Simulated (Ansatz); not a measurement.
## A computed series for SiC: response to strain

The reference is SiC (space group P6_3mc, No. 186; a = 3.058 Å, c = 10.012 Å). Axes: x lies along a and z along c of the hexagonal cell.

Strains are applied to the cell and any free atomic positions relax.

Computed with LDA/PAW in Ansatz (a first-principles code), without spin-orbit coupling.

Notes on the quantities. energy relative to the base: free energy F; pressure: mean of the normal stresses, compression positive.

```tsv
case	shortest interatomic distance	energy relative to the base	band gap	smallest direct gap	pressure
base	1.871 Å	0 meV/atom	2.18 eV	3.31 eV	0.00 GPa
tensor shear ε_xz = +0.80 %	1.867 Å	+1.3 meV/atom	2.13 eV	3.30 eV	0.01 GPa
tensor shear ε_xz = +1.20 %	1.865 Å	+3.0 meV/atom	2.08 eV	3.28 eV	0.02 GPa
tensor shear ε_xz = +2.00 %	1.862 Å	+8.2 meV/atom	1.98 eV	3.23 eV	0.05 GPa
tensor shear ε_xz = +0.40 %	1.869 Å	+0.3 meV/atom	2.16 eV	3.31 eV	0.00 GPa
tensor shear ε_xz = +1.60 %	___	___	___	___	0.03 GPa
```

Problem. Complete the table.

Solution. 
- tensor shear ε_xz = +1.60 %, shortest interatomic distance: 1.864 Å
- tensor shear ε_xz = +1.60 %, energy relative to the base: +5.3 meV/atom
- tensor shear ε_xz = +1.60 %, band gap: 2.03 eV
- tensor shear ε_xz = +1.60 %, smallest direct gap: 3.26 eV

Stability against distortions was not tested.
